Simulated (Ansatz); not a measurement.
**TiOF₂ (P4₂/mmc, No. 131, 8 atoms in the cell; start mp-37473): properties by level of theory**

```tsv
level (code)	equilibrium lattice constant a (Å)	lattice parameter c (Å)	bulk modulus (GPa)	cohesive energy (eV/atom)	band gap (eV)
LDA (Ansatz)	3.729	7.692	157	6.84	2.04
PBEsol (Ansatz)	3.762	7.789	143	6.18	2.02
r²SCAN (Ansatz)	3.765	7.800	148	5.75	2.35
```

Computed values are for a static lattice.  Each level is taken at its own relaxed cell. Cutoffs differ between the levels. Ansatz's density-functional and Hartree–Fock values are scalar-relativistic unless marked +SOC, with PAW data made under PBE.

Caveats: the bulk modulus is −V dP/dV from two relaxed cells at ±2 % in volume (LDA, PBEsol, r²SCAN); the relaxation could not lower the start's symmetry, so the cell can be a saddle point above a distorted one (LDA, PBEsol, r²SCAN). Ansatz's density-functional and Hartree–Fock values are scalar-relativistic unless marked +SOC, with PAW data made under PBE.

Free atoms are spin-polarised, in the lowest state found; at levels without +SOC their spin–orbit coupling is left out.

The computed numbers hold no vibrational or temperature effects.

A start named mp-… is a Materials Project structure, which need not be a measured phase.

Ansatz is a program for electronic structure.
